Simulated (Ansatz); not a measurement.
The reference is C in the diamond structure (space group Fd-3m, No. 227; a = 3.5538 Å).

Level of theory: PBEsol in Ansatz (plane waves to 420 eV, PAW, scalar-relativistic without spin-orbit coupling).

Base values:

- Pressure = 0.00 GPa
- Band gap = 4.03 eV
- Width of the top valence band = 8.51 eV

Now apply this change: every lattice vector is shortened by 3.00 %, atoms relaxed at fixed cell.

### Question
What does the calculation give for the pressure, energy relative to the base, band gap and width of the top valence band after the change?

### Answer
The pressure goes from zero to 48.55 GPa; the energy rises by 69 meV/atom; the band gap goes up by 0.211 eV (4.03 eV → 4.25 eV); the width of the top valence band rises by 0.83 eV (8.51 eV → 9.34 eV).

The cells carry an imposed strain or load. Gaps are read on the SCF mesh and a high-symmetry path. Whether these cells are dynamically stable was not tested.

Ansatz is an electronic-structure program.
